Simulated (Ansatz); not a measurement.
The parent structure is CuI in the zinc blende structure (space group F-43m, No. 216).

```xyz
2
Lattice="0.0000 2.9309 2.9309 2.9309 0.0000 2.9309 2.9309 2.9309 0.0000" Properties=species:S:1:pos:R:3 pbc="T T T"
Cu     0.0000     0.0000     0.0000
I      1.4655     1.4655     1.4655
```

Cartesian axes are those of the cell as printed.

Level of theory: LDA in Ansatz (plane waves to 420 eV, PAW, no SOC).

Strains are applied to the cell and any free atomic positions relax.

One change was made to it. Results:

| quantity | base | after |
|---|---|---|
| energy relative to the base (free energy F) | 0 meV/atom | +3.4 meV/atom |
| band gap | 1.22 eV | 1.17 eV |
| valence-band top at Γ (three highest levels, from the VBM) | 0.00, 0.00, 0.00 eV | 0.00, -0.05, -0.08 eV |
| shortest interatomic distance | 2.538 Å | 2.537 Å |

What was done to the base?
A. tensor shear ε_xy = +0.86 %
B. tensor shear ε_xy = +2.00 %
C. tensor shear ε_xy = +0.57 %

B, tensor shear ε_xy = +2.00 %. For comparison, the energy relative to the base in the other runs: tensor shear ε_xy = +0.86 % gives +0.6 meV/atom; tensor shear ε_xy = +0.57 % gives +0.3 meV/atom.

With I present, leaving out spin-orbit coupling can change the band edges. No phonon test of stability was made. All final runs are without spin polarisation.

Ansatz is a first-principles code.
